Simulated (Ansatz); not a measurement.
**A computed series for ZrO2: pressure series**

Base system: ZrO2 in the anatase structure (space group I4_1/amd, No. 141; a = 3.9989 Å, c = 10.6499 Å; a cell from a computed database, its experimental status unchecked).

Cell and atoms are relaxed at each pressure.

Level of theory: Ansatz (a quantum-chemistry and plane-wave program) PBEsol, no spin-orbit coupling.

Notes on the quantities. enthalpy: H = E + PV relative to the base's energy.

```
change            c/a ratio       enthalpy  lattice parameter a
----------------  ---------  -------------  -------------------
base                  2.663              –              3.999 Å
pressure −1 GPa         ___  -0.09 eV/atom              4.004 Å
pressure 0.3 GPa      2.662  +0.03 eV/atom              3.997 Å
pressure 0.7 GPa      2.661  +0.06 eV/atom                  ___
pressure 1.5 GPa        ___  +0.13 eV/atom              3.991 Å
pressure 3 GPa        2.652  +0.26 eV/atom              3.983 Å
pressure 5 GPa        2.643  +0.44 eV/atom              3.974 Å
pressure 7.5 GPa        ___  +0.65 eV/atom              3.963 Å
```

Some entries are withheld; estimate them.


- pressure −1 GPa, c/a ratio: 2.667
- pressure 0.7 GPa, lattice parameter a: 3.995 Å
- pressure 1.5 GPa, c/a ratio: 2.658
- pressure 7.5 GPa, c/a ratio: 2.632

Load acts through the strain it causes; cell and atoms are relaxed under it. Whether these cells are dynamically stable was not tested. No other phases were tried under pressure. This is not the structure that ZrO2 has at room temperature and ambient pressure.
